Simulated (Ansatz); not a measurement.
Abridged Ansatz (an electronic-structure program) output:

```
Relaxation: its limit of steps is 50 (relax.max_steps)
Pseudopotential: Zn, paw, valence charge 12
Pseudopotential: Si, paw, valence charge 4
Pseudopotential: P, paw, valence charge 5
Crystal: 8 atoms, lattice volume = 159.946 Å³
Basis set: ecut = 420 eV, 3097 PW (Γ), exchange–correlation on 80×80×90 points (8 copies of the dense FFT grid, shifted against one another)
Bands: 34, of which v1, the nominal top of the filled ones, is band 26 counted from 1 (25 counted from 0)
Symmetry: 8 space group operations
k-points: 75 of 729 (time reversal used)
Functional: x = pbe(κ = 0.804, μ = 0.2195149727645171), c = pbe(β = 0.06672455060314922)
SCF iter   1: F=—  HF=-10935.002359 eV  |F-HF|=—  |Δ(HF+E_count)|=         —  Δρ=9.50e-4  dr2=1.13e-3  ethr=1.77e-3  ⟨swp⟩=9.2  Hψ=14680  notcnv=0  defer=3
SCF iter   2: F=—  HF=-10935.000515 eV  |F-HF|=—  |Δ(HF+E_count)|=   1.84e-3  Δρ=5.72e-4  dr2=3.73e-4  ethr=2.17e-6  ⟨swp⟩=3.0  Hψ=5854  notcnv=0  defer=102
SCF 1 converged in 7 iterations: F = -10935.000631 eV  dr2 = 1.18e-8
relax step   1: F+E_penalty+E_count = -10935.00063086 eV  Δ(F+E_penalty+E_count) = +0.000e0 eV  max|allowed force component| = 1.221e-1 eV/Å  Δτ_max = 0.0000 Å  P = -2.679 GPa  Ω = 159.946 Å³  fix = [a, b, gamma]  reactions: a -3.444, b -3.444 GPa  (7 SCF iters, dr2 threshold 1.00e-7 eV, accepted)
[... steps on the carried basis left out ...]
relax step   4: F+E_penalty+E_count = -10935.00937686 eV  Δ(F+E_penalty+E_count) = -5.626e-6 eV  max|allowed force component| = 7.109e-4 eV/Å  Δτ_max = 0.0006 Å  P = -1.855 GPa  Ω = 158.361 Å³  energy of the carried Pulay correction = +4.084e-4 eV  fix = [a, b, gamma]  reactions: a -2.786, b -2.786 GPa  (5 SCF iters, dr2 threshold 3.82e-9 eV, accepted)
Crystal: 8 atoms, lattice volume = 158.361 Å³
SCF iter   1: F=—  HF=-10935.008982 eV  |F-HF|=—  |Δ(HF+E_count)|=         —  Δρ=1.24e-5  dr2=5.32e-8  ethr=1.06e-7  ⟨swp⟩=4.0  Hψ=22735  notcnv=0
SCF iter   2: F=—  HF=-10935.009003 eV  |F-HF|=—  |Δ(HF+E_count)|=   2.05e-5  Δρ=1.58e-5  dr2=1.96e-7  ethr=1.02e-10  ⟨swp⟩=3.0  Hψ=5162  notcnv=0
SCF 5 converged in 7 iterations: F = -10935.009003 eV  dr2 = 3.54e-13
SCF converged after 7 iterations
Free energy (F): -10935.009003 eV
Internal energy: -10935.009003 eV  (E = F + TS)
E sigma→0 (E₀):  -10935.009003 eV
[...]
  atom   3  Si    -0.00000000     0.00000000     0.00000000
  atom   4  Si    -0.00000000     0.00000000     0.00000000
  atom   5  P      0.00000000     0.00076818     0.00000000
  atom   6  P      0.00076818    -0.00000000    -0.00000000
  atom   7  P     -0.00000000    -0.00076818    -0.00000000
  atom   8  P     -0.00076818    -0.00000000     0.00000000
--- Stress (GPa, compression-positive) ---
       -2.786750       0.000000       0.000000
        0.000000      -2.786750      -0.000000
        0.000000      -0.000000       0.001637
  P = ⅓ Tr σ = -1.8573 GPa (-18.573 kbar)
--- Relaxed structure (4 steps of the walk, 4 accepted, 1 SCFs on fresh bases) ---
  cell:  # Å, volume = 158.3606 Å³
    - [5.5404459587, 6.377308964367249e-23, -2.658276785645628e-11]
    - [6.37719415137441e-23, 5.5404459587, 2.6582761760976913e-11]
    - [2.7702229793747524, -2.7702229793747524, 5.1589065777013525]
  atoms:
    - { symbol: Zn, position: [-1.956886107297384e-20, 1.6216786733750656e-20, -1.5390444039659252e-31] }
    - { symbol: Zn, position: [0.25, 0.25, 0.5] }
    - { symbol: Si, position: [0.5000000000000001, 0.5000000000000001, -2.8814743085051298e-28] }
    - { symbol: Si, position: [0.7500000000000001, 0.75, 0.5] }
    - { symbol: P, position: [0.625, 0.39425037599951757, 0.2500000000000001] }
    - { symbol: P, position: [0.3942503759995175, 0.12500000000000006, 0.7500000000000002] }
    - { symbol: P, position: [0.12500000000000003, 0.8557496240004827, 0.24999999999999997] }
    - { symbol: P, position: [0.8557496240004828, 0.625, 0.75] }
```

What was computed, and what are the main results?

ZnSiP2, 8 atoms in the cell, with DFT with PBE, PAW potentials and a 420 eV plane-wave cutoff in Ansatz, spin-orbit coupling left out. The last SCF converged to F = -10935.009003 eV, or -1366.8761 eV per atom, at a pressure of -1.86 GPa. The total energy compares only with runs of the same code, potentials and settings.

The cells carry an imposed strain or load. Whether these cells are dynamically stable was not tested. The cell was made from ZnSiP2 in the chalcopyrite structure (space group I-42d, No. 122) by this change: biaxial strain +2.25 %, plane normal [001], relaxed out of plane.

Keys are those of Ansatz 0.2.
